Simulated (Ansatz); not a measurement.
The parent structure is CuAu (space group P4/mmm, No. 123; a = 2.813 Å, c = 3.593 Å; relaxed with 0.1 eV smearing). Axes: x, y, z lie along a, b, c of the conventional cell.

Method: PBEsol in Ansatz (plane waves to 420 eV, PAW, without spin-orbit coupling).

Before the change:

The pressure is 0.0 GPa and the shortest interatomic distance is 2.680 Å. The band gap is zero.

Modification: uniaxial strain ε_zz = −2.00 %, all other strain components held at zero, atoms relaxed at fixed cell.

Task: How does this affect the energy relative to the base?

Result: The energy increases by 3.3 meV/atom.

Task: What does the calculation give for the pressure after the change?

Result: The pressure (mean of the normal stresses, compression positive) goes from zero to 3.6 GPa.

Task: Estimate the effect on the shortest interatomic distance.

Result: The shortest interatomic distance decreases by 0.024 Å to 2.656 Å.

Task: Estimate the effect on the band gap.

Result: The band gap remains zero.

Stability against distortions was not tested. The final runs are not spin-polarised.

Ansatz is an electronic-structure program.
